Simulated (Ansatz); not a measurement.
The reference is Mg₂Sn (space group Fm-3m, No. 225; relaxed with 0.1 eV smearing).

```xyz
3
Lattice="0.0000 3.3319 3.3319 3.3319 0.0000 3.3319 3.3319 3.3319 0.0000" Properties=species:S:1:pos:R:3 pbc="T T T"
Mg     1.6660     1.6660     1.6660
Mg     4.9979     4.9979     4.9979
Sn     0.0000     0.0000     0.0000
```

Cartesian axes are those of the cell as printed.

Method: LDA (Ansatz, a quantum-chemistry and plane-wave program, PAW, scalar-relativistic without spin-orbit coupling).

Modification: uniaxial strain ε_zz = +1.00 %, all other strain components held at zero, atoms relaxed at fixed cell.

### Question
What does the calculation give for the energy relative to the base and stress after the change?

### Answer
The energy goes up by 0.6 meV/atom; the stress (xx, yy, zz, yz, xz, xy; compression positive) is (-0.3, -0.3, -0.8, 0.0, 0.0, 0.0) GPa.

Whether these cells are dynamically stable was not tested.
